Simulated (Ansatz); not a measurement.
Start from TaAs (space group I4_1md, No. 109).

```yaml
crystal:
  lattice:
    - [-1.72095, 1.72095, 5.85613]
    - [1.72095, -1.72095, 5.85613]
    - [1.72095, 1.72095, -5.85613]
  atoms:
    - { symbol: Ta, position: [0.99928, 0.99928, 0.00000] }
    - { symbol: Ta, position: [0.74928, 0.24928, 0.50000] }
    - { symbol: As, position: [0.41672, 0.41672, 0.00000] }
    - { symbol: As, position: [0.16672, 0.66672, 0.50000] }
```

All numbers come from r2SCAN in Ansatz (plane waves to 500 eV, PAW, spin-orbit coupling left out).

For the base:

| Property | Result |
|---|---|
| Lattice parameter a | 3.442 Å |

One thing is altered: Bi takes the place of As on all its sites; the structure is relaxed again.

What does the calculation give for the lattice parameter a after the change?

The lattice parameter a rises by 0.368 Å, from 3.442 Å to 3.810 Å.

Whether these cells are dynamically stable was not tested. As relaxed here, TaBi is a hypothetical phase, not in the database extracts checked. The final runs are not spin-polarised.

Ansatz is a quantum-chemistry and plane-wave program.
